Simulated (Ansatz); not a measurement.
Functionals compared on the (100) surface of cubic CsPbBr3 (a phase of room or higher temperature, not the 0 K ground state) in its 1x1 cell (cut with top plane Br + Cs, bottom plane Br + Cs), relaxed from an ideal cut (the real face may reconstruct), outermost plane spacing 3.00 Å in the ideal cut (one of several cuts of this face), with 1 Cs, 1 Br a cell over the bulk's ratio, in Ansatz (plane waves, PAW). The structure was relaxed with PBE; the other rows are single points on it, each with its references at the same level. Cutoff 420 eV (500 eV for r2SCAN). HSE06 used the coarser mesh 3x3x1.

Slab: 12 atoms, Br7Cs3Pb2, 12.0 Å thick at the start; k 4x4x1, smearing 0.025 eV, dipole-corrected; all atoms relaxed; held to the start's symmetry, so lower structures may exist; no spin, no spin-orbit, no U. These notes are the PBE run's.

| functional | ionisation potential (eV) | gap of the slab on its k-mesh (eV) | highest filled level below the top vacuum level (eV) | rough cost of the single point |
|---|---|---|---|---|
| PBE | 4.66 | 2.06 | 4.96 | – |
| LDA | 4.92 | 1.92 | 5.21 | very roughly 60 core-seconds |
| PBEsol | 4.69 | 1.97 | 4.98 | very roughly 70 core-seconds |
| RPBE | 4.58 | 2.16 | 4.88 | around 60 core-seconds (rough) |
| r2SCAN | ___ | ___ | ___ | about 2.1 core-minutes (a rough figure) |

Q: Some entries are withheld; supply them.

A: 
- r2SCAN, ionisation potential (eV): 4.86
- r2SCAN, gap of the slab on its k-mesh (eV): 2.45
- r2SCAN, highest filled level below the top vacuum level (eV): 5.16

Ansatz is a quantum-chemistry and plane-wave program.
